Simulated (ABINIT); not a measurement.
Worked example: self-consistent single point of Pt (Fm-3m, 1 atom in the cell) in ABINIT.

Computed with PBEsol, PAW (JTH v2.0 PBE PAW, files made for PBE) (plane waves; ABINIT 10.0.3).

```yaml
crystal:
  lattice:
    - [0.00000, 1.96000, 1.96000]
    - [1.96000, 0.00000, 1.96000]
    - [1.96000, 1.96000, 0.00000]
  atoms:
    - { symbol: Pt, position: [0.00000, 0.00000, 0.00000] }
```

Reference input (self-consistent single point, DFT, PBE, plane waves, PAW (JTH v2.0 PBE PAW)): pseudos = [Pt.GGA_PBE-JTH.xml]; ecut = 21 Ha; pawecutdg = 42 Ha; pawxcdev = 0; ixc = 11; occopt = 7; tsmear = 0.00499791 Ha; ngkpt = 12 12 12; nshiftk = 1; shiftk = 0 0 0; potentials = JTH v2.0 PBE PAW; nband = 10. This run's input differs from it in these lines:

```diff
@@ -18,3 +18,3 @@
 pawxcdev 0
-ixc 11
+ixc -116133
 occopt 7
```

Output (repeated stretches shortened):

```
--- !BeginCycle
solver: {iscf: 17, nstep: 50, nline: 4, wfoptalg: 10, }
tolerances: {tolvrs: 1.00E-10, }
...

     iter   Etot(hartree)      deltaE(h)  residm     nres2
 ETOT  1  -26.946028712509    -2.695E+01 6.265E-01 1.255E+01
 ETOT  2  -27.099397279812    -1.534E-01 6.425E-02 6.515E+00
 ETOT  3  -27.069921504322     2.948E-02 2.001E-02 8.437E-01
 ETOT  4  -27.069958005046    -3.650E-05 1.209E-02 4.061E-01
 ETOT  5  -27.069269498514     6.885E-04 2.902E-03 5.540E-02
   [... 16 lines left out ...]
 ETOT 22  -27.069402543381    -3.228E-10 2.487E-05 2.727E-09
 ETOT 23  -27.069402543386    -4.459E-12 1.499E-05 1.042E-09
 ETOT 24  -27.069402543384     1.304E-12 1.856E-05 3.187E-10
 ETOT 25  -27.069402543384     8.846E-13 1.082E-05 1.183E-11
 At SCF step   25       nres2   =  1.18E-11 < tolvrs=  1.00E-10 =>converged.

 Cartesian components of stress tensor (hartree/bohr^3)
  sigma(1 1)= -3.82574497E-05  sigma(3 2)=  0.00000000E+00
  sigma(2 2)= -3.82574497E-05  sigma(3 1)=  0.00000000E+00
  sigma(3 3)= -3.82574497E-05  sigma(2 1)=  0.00000000E+00

 ----iterations are completed or convergence reached----

 reduced coordinates (array xred) for    1 atoms
       0.000000000000      0.000000000000      0.000000000000
 cartesian forces (eV/Angstrom) at end:
    1     -0.00000000000000    -0.00000000000000    -0.00000000000000
 frms,max,avg= 0.0000000E+00 0.0000000E+00   0.000E+00  0.000E+00  0.000E+00 e/A
 length scales=  5.238053576600  5.238053576600  5.238053576600 bohr
              =  2.771858570110  2.771858570110  2.771858570110 angstroms
   [... lines left out ...]
 Fermi (or HOMO) energy (eV) =   9.18015   Average Vxc (eV)= -12.53293
   [... lines left out ...]
'-kT*entropy'       : -6.41557053284425E-04
total_energy        : -2.70694061078582E+01
total_energy_eV     : -7.36596000463159E+02
...

-Cartesian components of stress tensor (GPa)         [Pressure=  1.1256E+00 GPa]
- sigma(1 1)= -1.12557284E+00  sigma(3 2)=  0.00000000E+00
- sigma(2 2)= -1.12557284E+00  sigma(3 1)=  0.00000000E+00
- sigma(3 3)= -1.12557284E+00  sigma(2 1)=  0.00000000E+00

 Calculation completed.
```

The run converged in 25 iterations. Against the reference run the pressure goes from 11.31 to 1.13 GPa.

The starting cell has typed, rounded lattice constants, without a prior relaxation at this level. Spin polarisation is off. The potentials were made for another functional than the one used.

Cost on one core of a shared machine: roughly 60 s.
